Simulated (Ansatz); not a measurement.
NbP (I4₁md, No. 109, 4 atoms in the cell; start mp-9339), treated with r²SCAN in Ansatz (PAW).

Settings: plane-wave cutoff 560 eV, 24×24×24 k mesh, Fermi–Dirac smearing 0.05 eV, no spin polarisation, scalar-relativistic PAW data made under PBE.

Cell (relaxed at this level):

```yaml
crystal:
  lattice:
    - [-1.67017, 1.67017, 5.72386]
    - [1.67017, -1.67017, 5.72386]
    - [1.67017, 1.67017, -5.72386]
  atoms:
    - { symbol: Nb, position: [0.49988, 0.49988, 0.00000] }
    - { symbol: Nb, position: [0.24988, 0.74988, 0.50000] }
    - { symbol: P, position: [0.08275, 0.08275, 0.00000] }
    - { symbol: P, position: [0.83275, 0.33275, 0.50000] }
```

Problem. Give the computed bulk modulus B0.

Solution. 
- bulk modulus B0 = 194 GPa

Note: the run has no spin polarisation, so it can have missed a magnetic state; the bulk modulus is −V dP/dV from two relaxed cells at ±2 % in volume; the relaxation could not lower the start's symmetry, so the cell can be a saddle point above a distorted one.

The computed numbers hold no vibrational or temperature effects.

A start named mp-… is a Materials Project structure, which need not be a measured phase.

Ansatz is a program for electronic structure.
